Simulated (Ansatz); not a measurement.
Cubic perovskite CsPbBr₃ (cubic high-temperature phase)

Computed with r²SCAN-D4 in Ansatz (PAW).

Settings: plane-wave cutoff 500 eV, 6×6×6 k mesh, gaussian smearing 0.02 eV, scalar-relativistic PAW data made under PBE.

Cell: relaxed at this level.

```
Quantity                                           Value
---------------------------  ---------------------------
equilibrium volume per atom                41.36 Å³/atom
lattice constant a                               5.914 Å
band gap                     1.99 eV (on the SCF k mesh)
```

Note: the relaxation could not lower the start's symmetry, so the cell can be a saddle point above a distorted one.

Spin–orbit coupling is not included; with these elements it can move the gap by several tenths of an eV or more.

Computed values are for the static lattice.

Ansatz is a quantum-chemistry and plane-wave program.
